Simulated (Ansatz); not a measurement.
# SiNF (model structure, Pmn2₁, No. 31, 6 atoms in the cell): properties by level of theory

```csv
level (code),cohesive energy (eV/atom),band gap (eV)
LDA (Ansatz),6.52,5.14
PBEsol (Ansatz),5.94,5.12
PBE-D3(BJ) (Ansatz),5.75,5.16
r²SCAN (Ansatz),5.62,5.95
r²SCAN+rVV10 (Ansatz),5.71,5.93
```

Computed values are for a static lattice.  Each level is taken at its own relaxed cell. Cutoffs differ between the levels. Ansatz's density-functional and Hartree–Fock values are scalar-relativistic unless marked +SOC, with PAW data made under PBE.

Ansatz's density-functional and Hartree–Fock values are scalar-relativistic unless marked +SOC, with PAW data made under PBE.

Unless a cell is named, each level is at its own relaxed cell (LDA 11.07, PBEsol 12.54, PBE-D3(BJ) 11.78, r²SCAN 11.63, r²SCAN+rVV10 11.22 Å³/atom).

Free atoms are spin-polarised, in the lowest state found; at levels without +SOC their spin–orbit coupling is left out.

Computed values are for the static lattice.

A model structure was made by putting elements into a prototype or built by hand; it is no filed structure, need not be a known phase, and can be a saddle point held by its symmetry.

Ansatz is a quantum-chemistry and plane-wave program.
